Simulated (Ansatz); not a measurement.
Base system: C in the diamond structure (space group Fd-3m, No. 227).

```yaml
crystal:
  lattice:
    - [0.00000, 1.78014, 1.78014]
    - [1.78014, 0.00000, 1.78014]
    - [1.78014, 1.78014, 0.00000]
  atoms:
    - { symbol: C, position: [0.00000, 0.00000, 0.00000] }
    - { symbol: C, position: [0.25000, 0.25000, 0.25000] }
```

All numbers come from r2SCAN in Ansatz (plane waves to 500 eV, PAW, no spin-orbit coupling).

Before the change:

The band gap is 4.36 eV and the hole mass is 0.28, 0.28, 0.47 mₑ (at Γ).

One thing is altered: every lattice vector is stretched by 2.50 %, atoms relaxed at fixed cell.

### Question
How does this affect the band gap?

### Answer
The band gap falls by 0.17 eV to 4.19 eV.

### Question
What does the calculation give for the hole mass after the change?

### Answer
The hole mass (degenerate bands, along [100]) changes from 0.28, 0.28, 0.47 mₑ (at Γ) to 0.29, 0.29, 0.44 mₑ (at Γ).

The cells carry an imposed strain or load. Masses are band curvatures over ±0.01 Å⁻¹ around the edge. No phonon test of stability was made.

Ansatz is a program for electronic structure.
